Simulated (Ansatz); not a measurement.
## A computed series for Al: response to strain

Base system: Al in the fcc (Cu type) structure (space group Fm-3m, No. 225; a = 3.992 Å; relaxed with 0.1 eV smearing). Axes: x, y, z lie along the cube axes.

Strains are applied to the cell and any free atomic positions relax; under biaxial strain the out-of-plane vector relaxes too.

Level of theory: Ansatz (a first-principles code) r2SCAN, no SOC, earlier PAW set.

Candidates:
(a) tensor shear ε_xy = +3.76 %
(b) uniaxial strain ε_yy = −2.72 %
(c) biaxial strain −2.15 %, plane normal [110], relaxed out of plane

Notes on the quantities. energy relative to the base: free energy F.

Order them by energy relative to the base, lowest first.

(b) uniaxial strain ε_yy = −2.72 % (+5.4 meV/atom), (c) biaxial strain −2.15 %, plane normal [110], relaxed out of plane (+7.8 meV/atom), (a) tensor shear ε_xy = +3.76 % (+13 meV/atom)

Stability against distortions was not tested.
